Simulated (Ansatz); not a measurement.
Functionals compared on a constructed model of the (111) surface of fcc Rh, a pseudomorphic layer of Fe in the host's stacking (bottom of the slab: a bare face, its two planes held), in Ansatz (plane waves, PAW). The structure was relaxed with PBE; the other rows are single points on it. Cutoff 420 eV.

Slab: 7 atoms, 13.5 Å thick at the start with caps and adatoms (thin: gaps and levels are the slab's own); k 16x16x1, smearing 0.1 eV, dipole-corrected; 2 atoms held, the rest relaxed; held to the start's symmetry, so lower structures may exist; spin-polarised, ending with about 3.0 μB a cell; orders that need a larger cell were not tried, no spin-orbit, no U. It is one candidate, not shown to be the stable structure of the face. These notes are the PBE run's.

```tsv
functional	work function of the top face (eV)	magnetic moment of the cell (μB)	rough cost of the single point
PBE	4.52	2.97	–
RPBE	4.35	3.00	around 60 core-seconds (rough)
```

Ansatz is a quantum-chemistry and plane-wave program.
